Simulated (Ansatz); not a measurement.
Consider AlRu in the CsCl type structure (space group Pm-3m, No. 221; a = 2.977 Å; relaxed with 0.1 eV smearing). Axes: x, y, z lie along the cube axes.

Computed with Ansatz (a quantum-chemistry and plane-wave program) PBEsol, no spin-orbit coupling.

Base values:

| Quantity | Value |
|---|---|
| Volume per atom | 13.19 Å³ |

The change: biaxial strain −0.50 %, plane normal [001], relaxed out of plane (Cartesian); in-plane vectors clamped, the third vector and the atoms free.

Problem. What does the calculation give for the volume per atom after the change?

Solution. The volume per atom decreases by 0.07 Å³, from 13.19 Å³ to 13.12 Å³.

Problem. How does this affect the energy relative to the base?

Solution. The energy increases by 0.7 meV/atom.

Whether these cells are dynamically stable was not tested. All final runs are without spin polarisation.
